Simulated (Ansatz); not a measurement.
Worked calculations on one periodic cell of amorphous Ti20O43Al2: Ti20O43Al2, 65 atoms, volume 792.4 Å³, made by a melt-quench on the CHGNet potential and relaxed with DFT. O atoms were pushed apart under 1.9 Å during the dynamics, to hinder bonds among them. It is a model cell: composition and starting density were chosen by hand, and all elements were melted together. Cycles of charging were run to anneal it. Level of theory: PBE, scalar-relativistic without spin-orbit coupling (plane waves to 420 eV, PAW; Ansatz, a program for electronic structure). Sampling: a 2×2×2 Γ-centred mesh; Fermi-Dirac width 0.02 eV; no spin polarisation. Its volume was held where the quench left it, its shape was free, and it stands at a mean pressure of 3.1 GPa with stress components up to 3.1 GPa; the relaxation ran on the zone centre alone. Its density went from a set 3.56 to 3.56 g/cm³. The cell is small and was quenched far faster than a real film, so it is one sample of the glass.

Count formal charges (Ti +4, O -2, Al +3). What does the count lead one to expect at the Fermi level, and what does the calculation give?

20 × (+4) + 43 × (-2) + 2 × (+3) = 0. The charges balance, so the anion-derived valence states can be full and a gap can open. On this mesh the highest filled and lowest empty level lie 2.56 eV apart, the PBE gap of this cell.

Four energies for an added electron at PBE on the zone centre alone (charged cells in a uniform background, spin-polarised): neutral at the neutral geometry -75550.386 eV; charged at the neutral geometry -75541.397 eV; charged and relaxed -75541.491 eV; neutral at the charged geometry -75550.245 eV.

Find the two relaxation energies and their sum, the reorganisation energy.

On charging: -75541.397 − (-75541.491) = 0.094 eV. On discharging: -75550.245 − (-75550.386) = 0.141 eV. The sum is 0.235 eV. The carrier's level spreads over 11 of the 65 atoms' worth, so it counts as partly localised, most on one Ti atom with neighbours O 1.83 Å, O 1.89 Å, O 1.93 Å, O 2.02 Å, O 2.09 Å, O 2.17 Å (neutral geometry). The values are uncorrected: the image energy of a point charge in this cell, 2.84 × 14.40 / (2 × 9.3) = 2.2 eV before screening, is screened by electrons alone at the fixed geometry and by ions too after relaxing, and the carrier can be spread before it relaxes, so each term can be off by up to that value times 1/ε∞, some tenths of an eV. PBE's self-interaction favours spread-out carriers, so a hybrid can localise more.

Four energies for a hole at PBE on the zone centre alone (charged cells in a uniform background, spin-polarised): neutral at the neutral geometry -75550.386 eV; charged at the neutral geometry -75556.560 eV; charged and relaxed -75556.795 eV; neutral at the charged geometry -75549.824 eV.

Find the two relaxation energies and their sum, the reorganisation energy.

On charging: -75556.560 − (-75556.795) = 0.235 eV. On discharging: -75549.824 − (-75550.386) = 0.562 eV. The sum is 0.797 eV. The carrier's level spreads over 5 of the 65 atoms' worth, so it counts as localised, most on one O atom with neighbours Ti 1.90 Å, Ti 1.94 Å, Ti 2.07 Å (neutral geometry). The values are uncorrected: the image energy of a point charge in this cell, 2.84 × 14.40 / (2 × 9.3) = 2.2 eV before screening, is screened by electrons alone at the fixed geometry and by ions too after relaxing, and the carrier can be spread before it relaxes, so each term can be off by up to that value times 1/ε∞, some tenths of an eV. PBE's self-interaction favours spread-out carriers, so a hybrid can localise more.
